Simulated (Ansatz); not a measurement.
**Several settings converged on BP (F-43m, 2 atoms in the cell)**

```
BP
1.0
    0.00000     2.28135     2.28135
    2.28135     0.00000     2.28135
    2.28135     2.28135     0.00000
B P
1 1
Cartesian
  0.00000   0.00000   0.00000
  1.14068   1.14068   1.14068
```

Base method: PBE (plane waves, PAW; Ansatz, a first-principles code).

Base settings: basis.ecutwfc = 420 eV; kpoints.mp_grid.grid = 9 9 9; hamiltonian.xc = pbe; hamiltonian.pseudopotentials = {kind: paw} (the program's default PAW files); scf.occupations.method = fermi_dirac; scf.occupations.width = 0.05 eV.

Core times come from one kind of shared machine, to one figure; runs under 30 s give none.

**Zone-centre phonons against the cutoff**

In this ladder: scf.occupations.method = fixed; scf.occupations.width = default; phonons.method = dfpt; phonons.dielectric = true; phonons.rigid_motions = translations.

The mesh stays at the base's, so the ladder's end is converged at best in this setting alone.

Frequencies are those of the unrelaxed cell, without the LO-TO term of polar crystals.

Only quantities that move along the ladder and can be compared are tabulated.

ε∞ and Born charges come from denser meshes that the program picks itself.

```csv
basis.ecutwfc,highest zone-centre frequency (cm⁻¹),largest Born charge (mean of the diagonal) (e),mean ε∞
210 eV,826.8,0.402,9.129
250 eV,803.3,0.433,9.155
295 eV,789.3,0.452,9.162
355 eV,791.2,0.460,9.163
420 eV,792.1,0.461,9.163
505 eV,792.2,0.461,9.163
630 eV,792.2,0.461,9.163
```

Coarsest basis.ecutwfc that holds the largest Born charge (mean of the diagonal) within 0.005 e of the last step, with all finer ones: 355 eV; the step before is off by 0.010 e.

Coarsest basis.ecutwfc that holds the highest zone-centre frequency within 10 cm⁻¹ of the last step, with all finer ones: 295 eV; the step before is off by 11 cm⁻¹.

Coarsest basis.ecutwfc that holds the mean ε∞ within 0.01 of the last step, with all finer ones: 250 eV; the step before is off by 0.034.

**The q mesh of the phonons**

In this ladder: kpoints.mp_grid.grid = 12 12 12; scf.occupations.method = fixed; scf.occupations.width = default; phonons.method = dfpt; phonons.dielectric = true; phonons.rigid_motions = translations.

Only quantities that move along the ladder and can be compared are tabulated.

Thermal sums run over frequencies interpolated from this q mesh.

| phonons.qmesh | zero-point energy (meV/atom) | vibrational free energy at 300 K (meV/atom) | core time / last (rough) |
|---|---|---|---|
| 1 1 1 | 97.44 | 86.32 | – |
| 2 2 2 | 99.10 | 86.59 | – |
| 3 3 3 | 99.08 | 87.54 | 0.2 |
| 4 4 4 | 99.02 | 87.59 | 0.4 |
| 6 6 6 | 99.00 | 87.64 | 1 |

Coarsest phonons.qmesh that holds the vibrational free energy at 300 K within 0.5 meV/atom of the last step, with all finer ones: 3 3 3, at about 0.2 of the last step's time; the step before is off by 1.0 meV/atom.

Coarsest phonons.qmesh that holds the zero-point energy within 0.2 meV/atom of the last step, with all finer ones: 2 2 2; the step before is off by 1.6 meV/atom.

On the base run: the starting cell has typed, rounded lattice constants, without a prior relaxation at this level. Its lattice was rescaled by up to half a per cent.

Keys are those of Ansatz 0.2.
